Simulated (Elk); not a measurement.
Elk run on TaN (F-43m, 2 atoms in the cell): self-consistent single point.

Level of theory: Elk with PBEsol, all-electron FP-LAPW, Elk's shipped species files, APW+lo basis with extra local orbitals.

```
TaN
1.0
    0.00000     2.38111     2.38111
    2.38111     0.00000     2.38111
    2.38111     2.38111     0.00000
Ta N
1 1
Direct
  0.00000   0.00000   0.00000
  0.75000   0.75000   0.75000
```

Reference input (self-consistent single point, DFT, PBEsol, all-electron FP-LAPW, Elk's shipped species files, APW+lo basis with extra local orbitals): xctype = 22; rgkmax = 8; swidth = 0.00183747 Ha; ngridk = 14 14 14; gmaxvr = 16 1/bohr; nxlo = 2; lorbcnd = true; lmaxi = 3; maxscl = 100. This run's input differs from it in these lines:

```diff
@@ -23,2 +23,8 @@
   0.00183747
+
+epspot
+  3.7e-10
+
+epsengy
+  3.7e-08
```

Output (repeated stretches shortened):

```
│ Self-consistent loop started │
│ Loop number : 1 │
 total energy                :     -15669.0653109
│ Loop number : 2 │
 total energy                :     -15669.6192387
RMS change in Kohn-Sham potential (target) :    1.372765649     (  0.3700000000E-09)
Absolute change in total energy (target)   :   0.5539277768     (  0.3700000000E-07)
│ Loop number : 3 │
 total energy                :     -15669.3889141
RMS change in Kohn-Sham potential (target) :    1.362654601     (  0.3700000000E-09)
Absolute change in total energy (target)   :   0.9184261208E-01 (  0.3700000000E-07)
│ Loop number : 4 │
   [... lines left out ...]
Absolute change in total energy (target)   :   0.1254647941E-06 (  0.3700000000E-07)
│ Loop number : 98 │
 total energy                :     -15676.1683431
RMS change in Kohn-Sham potential (target) :   0.4347620451E-08 (  0.3700000000E-09)
Absolute change in total energy (target)   :   0.7234666555E-07 (  0.3700000000E-07)
│ Loop number : 99 │
 total energy                :     -15676.1683431
RMS change in Kohn-Sham potential (target) :   0.3406099799E-08 (  0.3700000000E-09)
Absolute change in total energy (target)   :   0.5867150321E-07 (  0.3700000000E-07)
│ Loop number : 100 │
Reached self-consistent loops maximum

Energies :
 Fermi                       :     0.467136853258
 total energy                :     -15676.1683431

Density of states at Fermi energy :    32.94924130
 (states/Hartree/unit cell)

Estimated indirect band gap :   0.2469858495E-02
 from k-point    124 to k-point     68
Estimated direct band gap   :   0.1371133214E-01
 at k-point     13

Charges :
 core                        :    48.00000000
 valence                     :    32.00000000
 interstitial                :    3.918259481
 muffin-tins (core leakage)
  species :    1 (Ta)
   atom    1                 :    70.38915598     (  0.6540906810E-05)
  species :    2 (N)
   atom    1                 :    5.692584537     (  0.4240562576E-05)
 total in muffin-tins        :    76.08174052
 total calculated charge     :    79.99379536
 total charge                :    80.00000000
 error                       :   0.6204643671E-02

│ Self-consistent loop stopped │
```

The run ended unconverged after 100 iterations. 

The starting cell comes from a database of computed structures (which also holds hypothetical and non-ambient phases and stackings), without a prior relaxation at this level. Spin-orbit coupling is off. Values depend on the basis (sphere radii, cutoffs, local orbitals), which need not be converged.

Cost on one core of a shared machine: roughly 20 min.
